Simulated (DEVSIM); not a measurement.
Device: abrupt Si p-n junction, at 250 K.

Layer 1 from the left is Si, thickness (μm) 0.280, Na (cm⁻³) 3e16, τn (s) 2.4e-6, τp (s) 2.4e-6. Layer 2 from the left is Si, thickness (μm) 54.0, Nd (cm⁻³) 2e14, τn (s) 2.4e-6, τp (s) 2.4e-6.

Left contact: ohmic. Right contact: ohmic. Voltage is applied to the left contact. Recombination: SRH at mid-gap. Mobility is μmin + (μ − μmin)/(1 + (N/Nref)^α).

The device is made up for the run: typed textbook-type constants, with dimensions and the other settings drawn at random. Values at 300 K; Nc and Nv go as T^1.5, mobilities as T to minus their exponent, the gap by Varshni's rule with the affinity fixed.

Si: gap (eV) 1.124, affinity (eV) 4.05, permittivity 11.7, Nc (cm⁻³) 2.86e19, Nv (cm⁻³) 3.1e19, μn (cm²/Vs) 1417, μp (cm²/Vs) 470, μn,min 52, μp,min 45, Nref,n 9.7e16, Nref,p 2.2e17, αn 0.68, αp 0.72, T exponent of μn 2.3, T exponent of μp 2.2, Varshni α (eV/K) 0.000473, Varshni β (K) 636.

**Question.** Estimate by hand the built-in potential, the peak field at zero bias, the capacitance at -1.5 V, and compare with a numerical solution.

**Answer.** 
- Built-in potential: ni = √(Nc Nv) exp(−Eg/2kT) = 8.01e7 cm⁻³ with Eg = 1.136 eV; Vbi = kT/q ln(Na Nd/ni²) = 0.743 V; numerical 0.743 V.
- Peak field at zero bias: depletion approximation: W = √(2εVbi/(qN)) = 2.20 μm with N = 1.99e14 cm⁻³; field = 2Vbi/W = 6760 V/cm; numerical 10100 V/cm (estimate below by 33 %).
- Capacitance at -1.5 V: C = √(qεN / 2(Vbi + |V|)) = 2.71 nF/cm²; numerical 2.74 nF/cm² (estimate below by 1.2 %).

Simulated with DEVSIM: 1D drift-diffusion, Boltzmann statistics, complete ionisation; no tunnelling, impact ionisation, image-force lowering or self-heating.
